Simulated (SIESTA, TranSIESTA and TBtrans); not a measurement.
Run with TranSIESTA and TBtrans (open boundaries, self-consistent; PseudoDojo norm-conserving potentials, scalar-relativistic): Spin polarized, PAO.BasisSize DZP, PAO.EnergyShift 0.15 eV, XC.Authors PBE, Mesh.Cutoff 200 Ry, ElectronicTemperature 300 K, TS.Voltage 0.0 eV, TBT.Elecs.Eta 0.001 eV.

Device: Pd chain with one C atom inserted. Leads: straight Pd chain, spacing 2.65 Å. Geometry: 3 atoms about the centre moved by SIESTA (PBE, DZP) to a largest force of 0.02 eV/Å, all others as built, motion along the axis alone. Transport runs along z; the first 4 and the last 4 of the 15 atoms are the lead cells, repeated to infinity.

```xyz
15
Lattice="9.000 0.000 0.000 0.000 9.000 0.000 0.000 0.000 38.250" Properties=species:S:1:pos:R:3 pbc="F F T"
Pd     4.500     4.500     0.000
Pd     4.500     4.500     2.650
Pd     4.500     4.500     5.300
Pd     4.500     4.500     7.950
Pd     4.500     4.500    10.600
Pd     4.500     4.500    13.250
Pd     4.500     4.500    16.006
C      4.500     4.500    17.800
Pd     4.500     4.500    19.593
Pd     4.500     4.500    22.350
Pd     4.500     4.500    25.000
Pd     4.500     4.500    27.650
Pd     4.500     4.500    30.300
Pd     4.500     4.500    32.950
Pd     4.500     4.500    35.600
```
Starting moments (μB): atom 5 +0.7, atom 6 +0.7, atom 7 +0.7, atom 9 +0.7, atom 10 +0.7, atom 11 +0.7; lead atoms +0.7 (left) and +0.7 (right).

Task: Predict: conductance at 300 K (G0 = 2e²/h); mean T from −0.5 to 0.5 eV; spin polarisation of the conductance, (up − down)/(up + down).

Result: conductance at 300 K (G0 = 2e²/h): 1.05; mean T from −0.5 to 0.5 eV: 0.95; spin polarisation of the conductance, (up − down)/(up + down): -0.07. The magnetic order of the leads was set by the start, and no other order was tried; the separate lead runs end at 0.74 (left) and 0.74 (right) μB an atom. The straight chain is held at its spacing; free chains may zigzag or dimerise.
